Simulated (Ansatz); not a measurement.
## GaP (model structure, started from the BN type, Pm-3n, No. 223, 12 atoms in the cell)

Calculation: r²SCAN in Ansatz (plane waves, PAW).

Run with plane-wave cutoff 560 eV, 6×6×6 k mesh, Fermi–Dirac smearing 0.01 eV, scalar-relativistic PAW data made under PBE.

Cell (relaxed at this level):

```yaml
crystal:
  lattice:
    - [6.71819, 0.00000, 0.00000]
    - [0.00000, 6.71819, 0.00000]
    - [0.00000, 0.00000, 6.71819]
  atoms:
    - { symbol: Ga, position: [0.25000, 0.00000, 0.50000] }
    - { symbol: Ga, position: [0.50000, 0.25000, 0.00000] }
    - { symbol: Ga, position: [0.50000, 0.75000, 0.00000] }
    - { symbol: Ga, position: [0.75000, 0.00000, 0.50000] }
    - { symbol: Ga, position: [0.00000, 0.50000, 0.75000] }
    - { symbol: Ga, position: [0.00000, 0.50000, 0.25000] }
    - { symbol: P, position: [0.25000, 0.50000, 0.00000] }
    - { symbol: P, position: [0.00000, 0.25000, 0.50000] }
    - { symbol: P, position: [0.00000, 0.75000, 0.50000] }
    - { symbol: P, position: [0.75000, 0.50000, 0.00000] }
    - { symbol: P, position: [0.50000, 0.00000, 0.75000] }
    - { symbol: P, position: [0.50000, 0.00000, 0.25000] }
```

```
Quantity                                                  Value
-------------------------------------------  ------------------
band gap                                     1.12 eV (indirect)
smallest direct gap on the k points sampled             1.30 eV
direct gap at Γ                                         1.35 eV
```

Note: the relaxation could raise the start's symmetry but not lower it, so the cell can be a saddle point.

Spin–orbit coupling is not included.

Computed values are for the static lattice.

A model structure was made by putting elements into a prototype or built by hand; it is no filed structure, need not be a known phase, and can be a saddle point held by its symmetry.

Ansatz is a first-principles code.
